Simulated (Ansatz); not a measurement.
The reference is CdS in the zinc blende structure (space group F-43m, No. 216; a = 5.8791 Å). Axes: x, y, z lie along the cube axes.

The values are results of r2SCAN (Ansatz, an electronic-structure program, PAW, no spin-orbit coupling), earlier PAW set, not measurements.

Before the change:

* **Band gap**: 1.54 eV
* **Valence-band top at Γ**: 0.00, 0.00, 0.00 eV

Modification: a free-standing slab of 5 layers (10 atoms, 2 a layer) is cut normal to [110], with 15 Å of vacuum and the in-plane cell held at bulk.

Problem. Predict the new band gap, valence-band top at Γ, excess energy per area of both faces and change of the spacing d12 from its bulk value of 2.079 Å.

Solution. The band gap increases by 0.44 eV (1.54 eV → 1.98 eV); the valence-band top at Γ (three highest levels, from the VBM) changes from 0.00, 0.00, 0.00 eV to 0.00, -0.13, -0.20 eV; the excess energy per area of both faces (slab less bulk energy over the cell's area: twice a surface energy) comes out as 0.94 J/m²; the change of the spacing d12 from its bulk value of 2.079 Å amounts to -9.0 %.

Slab and bulk use different k-meshes, which limits the precision of the excess energy. No phonon test of stability was made.
